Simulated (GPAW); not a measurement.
GPAW run on K2RhAuF6 (Fm-3m, 10 atoms in the cell): self-consistent single point.

Method of the run: PBEsol, GPAW PAW datasets PBEsol (made by gpaw-setup) (plane waves; GPAW).

```
K2RhAuF6
1.0
    0.00000     4.41229     4.41229
    4.41229     0.00000     4.41229
    4.41229     4.41229     0.00000
K Rh Au F
2 1 1 6
Direct
  0.75000   0.75000   0.75000
  0.25000   0.25000   0.25000
  0.00000   0.00000   0.00000
  0.50000   0.50000   0.50000
  0.76927   0.23073   0.23073
  0.23073   0.76927   0.76927
  0.23073   0.76927   0.23073
  0.76927   0.23073   0.76927
  0.23073   0.23073   0.76927
  0.76927   0.76927   0.23073
```

Reference input (self-consistent single point, DFT PBEsol, plane waves, GPAW PAW datasets PBEsol (made by gpaw-setup)): mode = pw; ecut = 900 eV; xc = PBEsol; kpts = 3 3 3; mesh shift (steps) = 0 0 0; occupations.name = methfessel-paxton; occupations.width = 0.02 eV; occupations.order = 0; nbands = -6; convergence.forces = 0.001 eV/Å; convergence.bands = -4; symmetry.symmorphic = false. This run's input differs from it in these lines:

```diff
@@ -20,3 +20,3 @@
 
-calc = GPAW(mode={'name': 'pw', 'ecut': 900},
+calc = GPAW(mode={'name': 'pw', 'ecut': 810},
             xc='PBEsol',
```

Log, with long lists cut:

```
     iter     time        total  log10-change:
                         energy   eigst   dens  force
iter:   1 --:--:--   -47.621127   -0.18
iter:   2 --:--:--   -46.465071   -1.36  -1.30
iter:   3 --:--:--   -44.042957   -0.55  -1.34
iter:   4 --:--:--   -43.798535   -1.13  -1.51
iter:   5 --:--:--   -44.090860   -1.32  -1.59
iter:   6 --:--:--   -44.229617   -1.74  -1.87
iter:   7 --:--:--   -43.605810   -1.28  -1.97
iter:   8 --:--:--   -43.606879   -2.35  -2.49
iter:   9 --:--:--   -43.606484c  -3.53  -2.65
iter:  10 --:--:--   -43.605384c  -3.15  -2.69
iter:  11 --:--:--   -43.605739c  -4.05  -2.97
iter:  12 --:--:--   -43.605317c  -4.59  -3.01
iter:  13 --:--:--   -43.605002c  -4.33  -3.08
   [... 3 lines left out ...]
iter:  17 --:--:--   -43.604152c  -4.64  -3.47
iter:  18 --:--:--   -43.604084c  -5.20  -3.66
iter:  19 --:--:--   -43.604035c  -6.01  -3.86
iter:  20 --:--:--   -43.604004c  -5.48  -3.93
iter:  21 --:--:--   -43.604002c  -5.87  -4.06c
iter:  22 --:--:--   -43.603999c  -6.54  -4.18c
iter:  23 --:--:--   -43.603998c  -6.53  -4.22c
iter:  24 --:--:--   -43.603999c  -7.17  -4.31c
iter:  25 --:--:--   -43.603997c  -6.60  -4.40c
iter:  26 --:--:--   -43.603997c  -7.78c -4.84c
iter:  27 --:--:--   -43.603997c  -8.38c -5.04c -3.74c
Converged after 27 iterations.

Dipole moment: (0.000000, 0.000000, -0.000000) |e|*Ang

Energy contributions relative to reference atoms: (reference = -695482.247156)

Kinetic:        +28.975221
Potential:      -30.393283
External:        +0.000000
XC:             -41.024953
Entropy (-ST):   -0.000000
Local:           -1.160982
SIC:             +0.000000
--------------------------
Free energy:    -43.603997
Extrapolated:   -43.603997

Showing only first 2 kpts
 Kpt  Band  Eigenvalues  Occupancy
  0    41      2.35435    2.00000
  0    42      2.35435    2.00000
  0    43      3.68162    0.00000
  0    44      4.78742    0.00000

  1    41      2.26789    2.00000
  1    42      2.28774    2.00000
  1    43      3.38445    0.00000
  1    44      4.30176    0.00000

Fermi level: 2.95713

Gap: 0.762 eV
Transition (v -> c):
   [... lines left out ...]
Direct gap: 0.772 eV
   [... lines left out ...]
  4 F    -0.17063    0.00000    0.00000
  5 F     0.17063   -0.00000   -0.00000
  6 F    -0.00000   -0.17063   -0.00000
  7 F     0.00000    0.17063    0.00000
  8 F    -0.00000    0.00000   -0.17063
  9 F    -0.00000    0.00000    0.17063

Stress tensor:
     0.026362     0.000000     0.000000
     0.000000     0.026362     0.000000
     0.000000     0.000000     0.026362
Stress (GPa, Voigt): [4.2237 4.2237 4.2237 0.     0.     0.    ]
```

The run converged in 27 iterations. GPAW prints stress with tension positive. Against the reference run the free energy rises by 19.4 meV/atom, the largest force hardly changes (0.170 to 0.171 eV/Å) and the gap on the mesh moves little (0.763 to 0.762 eV).

The starting cell comes from a database of computed structures (which also holds hypothetical and non-ambient phases and stackings), without a prior relaxation at this level. Spin-orbit coupling is off.

Cost on one core of a shared machine: roughly 2 min.
